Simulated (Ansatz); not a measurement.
# How the band gap of GaN (I4mm, No. 107, 2 atoms in the cell; start mp-2646978; a measured phase of this formula has another space group) moves with the method

No measured value is used here.

Q: Put these levels in order of the band gap that they give for GaN (I4mm, No. 107, 2 atoms in the cell; start mp-2646978; a measured phase of this formula has another space group), smallest first: HSE06+SOC (Ansatz, an electronic-structure program), LDA (Ansatz), PBE0 (Ansatz), r²SCAN+SOC (Ansatz), r²SCAN0 (Ansatz).

A: LDA (0.06 eV), r²SCAN+SOC (0.74 eV), HSE06+SOC (1.44 eV), PBE0 (2.14 eV), r²SCAN0 (2.50 eV)

Computed values are for a static lattice. Spin–orbit coupling is included only where a level's name says +SOC; with heavier elements it mostly lowers gaps and can invert bands.  Values are at the PBEsol cell. Cutoffs and k meshes differ between the levels. Ansatz's density-functional and Hartree–Fock values are scalar-relativistic unless marked +SOC, with PAW data made under PBE.

A start named mp-… is a Materials Project structure, which need not be a measured phase.
